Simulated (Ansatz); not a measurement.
## A computed series for CdSe: response to strain

Start from CdSe in the wurtzite structure (space group P6_3mc, No. 186).

```yaml
crystal:
  lattice:
    - [4.33966, 0.00000, 0.00000]
    - [-2.16983, 3.75825, 0.00000]
    - [0.00000, 0.00000, 7.07826]
  atoms:
    - { symbol: Cd, position: [0.66667, 0.33333, 0.00054] }
    - { symbol: Cd, position: [0.33333, 0.66667, 0.50054] }
    - { symbol: Se, position: [0.66667, 0.33333, 0.62466] }
    - { symbol: Se, position: [0.33333, 0.66667, 0.12466] }
```

Cartesian axes are those of the cell as printed.

Strains are applied to the cell and any free atomic positions relax; under biaxial strain the out-of-plane vector relaxes too.

All numbers come from r2SCAN in Ansatz (plane waves to 500 eV, PAW, no spin-orbit coupling), earlier PAW set.

Notes on the quantities. pressure: mean of the normal stresses, compression positive.

```json
[
 {"change": "base", "pressure": "0.01 GPa", "shortest interatomic distance": "2.655 Å", "width of the top valence band": "1.67 eV"},
 {"change": "biaxial strain −2.94 %, plane normal [001], relaxed out of plane", "pressure": "1.69 GPa", "shortest interatomic distance": "2.627 Å", "width of the top valence band": "1.85 eV"},
 {"change": "biaxial strain −0.20 %, plane normal [001], relaxed out of plane", "pressure": "0.12 GPa", "shortest interatomic distance": "2.653 Å", "width of the top valence band": "1.68 eV"},
 {"change": "isotropic strain −2.38 %", "pressure": "4.39 GPa", "shortest interatomic distance": "2.592 Å", "width of the top valence band": "1.90 eV"},
 {"change": "isotropic strain +3.74 %", "pressure": "-4.40 GPa", "shortest interatomic distance": "2.753 Å", "width of the top valence band": "1.37 eV"},
 {"change": "isotropic strain +3.81 %", "pressure": "-4.46 GPa", "shortest interatomic distance": "2.755 Å", "width of the top valence band": "1.37 eV"}
]
```

The levels and masses belong to the bands next to the band gap. Whether these cells are dynamically stable was not tested.

Ansatz is an electronic-structure program.
